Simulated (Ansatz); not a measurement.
Defect: La-vacancy pair (La on one host Zr site, one O site vacant) in monoclinic ZrO2, charge state +1. Method: PBE, PAW (plane waves to 420 eV; Ansatz, a program for electronic structure).

96-site cell at the relaxed PBE lattice, the Γ point alone, smearing 0.01 eV, spin-restricted, no finite-size correction. No zero-point or tunnelling terms. Spin-orbit coupling is left out. The charge state is imposed; whether it is stable for some Fermi level was not computed. Forms of the defect that were not tried may lie lower. The start lies 0.33 eV above the lowest site run (PBE).

Barriers: single points on a 2×2×2 k-point mesh shifted by half a step at the bands' geometries.

The step: one O atom jumps into the vacancy from a nearby O site (La-vacancy distance between ideal sites 2.06 → 4.46 Å). Atoms about the jump, Cartesian Å from the middle of the jump, before and after:

```tsv
atom	x0	y0	z0	x1	y1	z1
O1	-0.26	-0.98	-0.47	0.26	0.98	0.47
Zr2	-1.72	0.25	0.27	-1.64	0.48	0.44
O3	-0.70	-0.23	2.08	-0.74	-0.46	2.18
O4	2.06	-0.74	1.34	2.14	-0.84	1.34
Zr5	1.42	-2.25	-0.09	1.66	-2.35	-0.04
O6	2.52	-0.72	-1.33	2.52	-0.75	-1.30
O7	0.21	-0.42	-3.17	0.15	-0.38	-3.03
Zr8	1.07	0.68	2.73	0.99	0.69	2.55
O9	-2.69	-0.75	-1.35	-2.29	-0.73	-1.22
O10	0.52	2.13	-2.04	0.60	2.29	-2.21
La11	1.38	3.05	-0.06	1.35	3.00	-0.05
Zr12	1.88	0.79	-2.77	1.86	0.80	-2.76
O13	-2.17	1.80	-1.10	-2.19	1.88	-1.10
Zr14	-1.04	-1.81	-2.36	-1.08	-1.92	-2.47
O15	2.48	1.81	1.68	2.61	1.81	1.68
O16	0.63	-2.97	-1.98	0.65	-2.87	-1.86
O17	3.10	1.77	-1.15	3.11	1.76	-1.18
Zr18	3.69	0.34	0.32	3.71	0.38	0.33
O19	-2.58	1.90	1.52	-2.60	1.93	1.55
O20	-3.13	-0.80	1.29	-3.15	-0.77	1.34
O21	0.21	-3.74	0.64	0.21	-3.61	0.70
O22	-0.16	2.29	3.14	-0.20	2.25	3.17
```

### Question
Give the saddle-point geometry and the barrier.

### Answer

| atom | x | y | z |
|---|---|---|---|
| O1 | 0.22 | 0.10 | -0.16 |
| Zr2 | -1.63 | 0.39 | 0.32 |
| O3 | -0.75 | -0.30 | 2.24 |
| O4 | 2.17 | -0.81 | 1.42 |
| Zr5 | 1.55 | -2.22 | -0.04 |
| O6 | 2.59 | -0.73 | -1.31 |
| O7 | 0.15 | -0.38 | -3.10 |
| Zr8 | 1.04 | 0.65 | 2.68 |
| O9 | -2.46 | -0.74 | -1.31 |
| O10 | 0.60 | 2.31 | -2.22 |
| La11 | 1.31 | 2.94 | -0.05 |
| Zr12 | 1.84 | 0.78 | -2.74 |
| O13 | -2.17 | 1.88 | -1.12 |
| Zr14 | -1.10 | -1.88 | -2.47 |
| O15 | 2.53 | 1.78 | 1.67 |
| O16 | 0.62 | -2.83 | -1.90 |
| O17 | 3.09 | 1.77 | -1.14 |
| Zr18 | 3.73 | 0.36 | 0.34 |
| O19 | -2.55 | 1.94 | 1.51 |
| O20 | -3.10 | -0.80 | 1.31 |
| O21 | 0.18 | -3.58 | 0.67 |
| O22 | -0.14 | 2.30 | 3.08 |
It lies 0.85 eV above the start and 0.56 eV above the end. The program found a first-order saddle point.
